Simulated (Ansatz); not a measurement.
BaTiO3 (Amm2, No. 38, 5 atoms in the cell; start mp-5777)

These are r²SCAN (plane waves, PAW; Ansatz, a first-principles code) values and carry that method's errors.

Settings: plane-wave cutoff 500 eV, 10×10×10 k mesh, Fermi–Dirac smearing 0.05 eV, no spin polarisation, scalar-relativistic PAW data made under PBE.

Cell (relaxed at this level):

```yaml
crystal:
  lattice:
    - [3.96371, 0.00000, 0.00000]
    - [0.00000, 2.85777, 2.87385]
    - [0.00000, -2.85777, 2.87385]
  atoms:
    - { symbol: Ba, position: [0.00000, 0.00498, 0.00498] }
    - { symbol: Ti, position: [0.50000, 0.52053, 0.52053] }
    - { symbol: O, position: [0.50000, 0.97675, 0.49067] }
    - { symbol: O, position: [0.50000, 0.49067, 0.97675] }
    - { symbol: O, position: [0.00000, 0.48696, 0.48696] }
```

* **band gap**: 2.66 eV (on the SCF k mesh)

Note: the relaxation could not lower the start's symmetry, so the cell can be a saddle point above a distorted one.

Spin–orbit coupling is not included.

It cost roughly 4 core-minutes of CPU time.

A start named mp-… is a Materials Project structure, which need not be a measured phase.
